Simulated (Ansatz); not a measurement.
ScAl3: pressure series

Take ScAl3 in the Cu3Au type structure (space group Pm-3m, No. 221) as the base.

```xyz
4
Lattice="4.0718 0.0000 0.0000 0.0000 4.0718 0.0000 0.0000 0.0000 4.0718" Properties=species:S:1:pos:R:3 pbc="T T T"
Sc     0.0000     0.0000     0.0000
Al     0.0000     2.0359     2.0359
Al     2.0359     0.0000     2.0359
Al     2.0359     2.0359     0.0000
```

Cell and atoms are relaxed at each pressure.

Calculations: Ansatz (a first-principles code) PBEsol, without spin-orbit coupling.

| P (GPa) | V (Å³/atom) |
|---|---|
| -2.01 | 17.268 |
| -1.00 | 17.067 |
| 0.89 | 16.718 |
| 2.10 | 16.512 |
| 4.49 | 16.140 |
| 9.00 | 15.534 |
| 15.00 | 14.869 |
| 22.50 | 14.191 |
| 30.00 | 13.630 |

Question: Fit a third-order Birch–Murnaghan equation of state.

Answer: Least squares on P(V) = (3B₀/2)[(V₀/V)^(7/3) − (V₀/V)^(5/3)]·[1 + (3/4)(B₀′ − 4)((V₀/V)^(2/3) − 1)] gives V₀ = 16.88 Å³/atom, B₀ = 92 GPa and B₀′ = 3.9.

Load acts through the strain it causes; cell and atoms are relaxed under it. No phonon test of stability was made. No other phases were tried under pressure. All final runs are without spin polarisation.
